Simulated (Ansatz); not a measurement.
## Ba4Sb2O (space group I4/mmm, No. 139)

```yaml
crystal:
  lattice:
    - [-2.60140, 2.60140, 9.03816]
    - [2.60140, -2.60140, 9.03816]
    - [2.60140, 2.60140, -9.03816]
  atoms:
    - { symbol: Ba, position: [0.67046, 0.67046, 0.00000] }
    - { symbol: Ba, position: [0.32954, 0.32954, 0.00000] }
    - { symbol: Ba, position: [0.50000, 0.00000, 0.50000] }
    - { symbol: Ba, position: [0.00000, 0.50000, 0.50000] }
    - { symbol: Sb, position: [0.86247, 0.86247, 0.00000] }
    - { symbol: Sb, position: [0.13753, 0.13753, 0.00000] }
    - { symbol: O, position: [0.50000, 0.50000, 0.00000] }
```

Method: PBEsol/PAW in Ansatz (a quantum-chemistry and plane-wave program), spin-orbit coupling left out, earlier PAW set. Settings: 9×9×9 k-points, 0.05 eV Fermi–Dirac smearing.

| Property | Result |
|---|---|
| Volume per atom | 34.95 Å³ |
| Density | 5.49 g/cm³ |
| Band gap | 0.53 eV, direct at M |
| Electron mass | 0.80 mₑ along k, 0.12 mₑ across |
| Total energy | -5262.374 eV/atom (σ→0; compares only within this code and set-up) |

Spin-orbit coupling, missing from the scalar runs, can matter with Sb. Masses are band curvatures over ±0.01 Å⁻¹ around the edge. Along k means along the line from Γ to the band edge. No phonon test of stability was made.
